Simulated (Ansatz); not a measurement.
**Band edges of rocksalt CaO (Fm-3m) under uniaxial stress along [001]**

Cell and atoms are relaxed with PBEsol to each stress (compression positive); bands and masses by r2SCAN, rigid bands (plane waves, PAW, scalar-relativistic; Ansatz, a first-principles code). Strains are changes of length against the unloaded cell.

```
CaO
1.0
    0.00000     2.38357     2.38357
    2.38357     0.00000     2.38357
    2.38357     2.38357     0.00000
Ca O
1 1
Cartesian
  0.00000   0.00000   0.00000
  2.38357   2.38357   2.38357
```

```csv
stress (GPa),strain [001] (%),strain [100] (%),gap (eV),mₑ* [001],mₑ* [100],mₕ* [001],mₕ* [100]
-11.00,9.86,-1.63,4.098,0.50,0.65,5.3,0.91
-6.60,4.21,-0.79,4.125,0.47,0.65,3.9,0.95
-2.20,1.16,-0.24,4.170,0.47,0.64,2.3,1.12
0,0,0,4.195,0.57,0.57,1.40,1.40
2.20,-1.01,0.21,4.142,0.87,0.48,0.78,1.90
6.60,-2.73,0.60,4.044,1.31,0.44,0.46,3.2
11.00,-4.15,0.94,3.952,1.33,0.43,0.41,3.6
```

[001] is the direction of the load; [010] strains as [100]. Masses are conductivity masses at 300 K in electron masses.

Q: From the two loads next to zero, find the Young modulus and the ratio of transverse to axial strain.

A: Between -2.20 and 2.20 GPa the strain along [001] changes by -2.17 % and that along [100] by 0.45 %. The modulus is 4.40/0.0217 = 200 GPa and the ratio of the strains 0.21 (PBEsol, atoms relaxed). Along [001] C₁₁ = E(1 − ν)/((1 + ν)(1 − 2ν)) and C₁₂ = C₁₁ν/(1 − ν), which gives C₁₁ ≈ 230 GPa and C₁₂ ≈ 60 GPa.

Q: Is the response still linear at the largest tension?

A: The modulus predicts 5.42 % at -11.00 GPa; the table has 9.86 %, so the crystal is softer there.

Q: How fast does the gap move on either side of zero load?

A: Under tension, (4.125 − 4.195) eV over -6.60 GPa = 11 meV/GPa, or about -1.7 eV per unit strain; under compression, (4.142 − 4.195) eV over 2.20 GPa = -24 meV/GPa, or about 5.2 eV per unit strain. The two slopes part by 35 meV/GPa; gaps are resolved to about 0.01 eV, which allows 6 meV/GPa, so they differ, even in sign: the gap has a turning point near zero load.

Q: Take the carrier density and the relaxation time as fixed, so that ρ ∝ m*. What gauge factor (Δρ/ρ)/ε follows for current along [001] at the loads next to zero?

A: electrons at -2.20 GPa: (0.47/0.57 − 1)/0.0116 ≈ -15; holes at -2.20 GPa: (2.3/1.40 − 1)/0.0116 ≈ 55; electrons at 2.20 GPa: (0.87/0.57 − 1)/-0.0101 ≈ -52; holes at 2.20 GPa: (0.78/1.40 − 1)/-0.0101 ≈ 44. These are means over a finite load; the small-strain gauge factor differs, most where the load has already emptied the upper valleys or bands. Carriers and loads whose mass moves by under 12 % aren't resolved and aren't listed. The change of shape, which adds a term of order 1 to 2, and that of the scattering between valleys or bands are left out.

Masses are those of dilute carriers in rigid bands with one relaxation time, without polarons. Third decimals of gaps are kept for the arithmetic. Spin-orbit coupling is left out; it splits the top of the valence band and so changes the gap and its response. Every relaxation keeps the rocksalt phase (space group I4/mmm under this load), so a transition, a distortion that breaks the symmetry or fracture can't show.
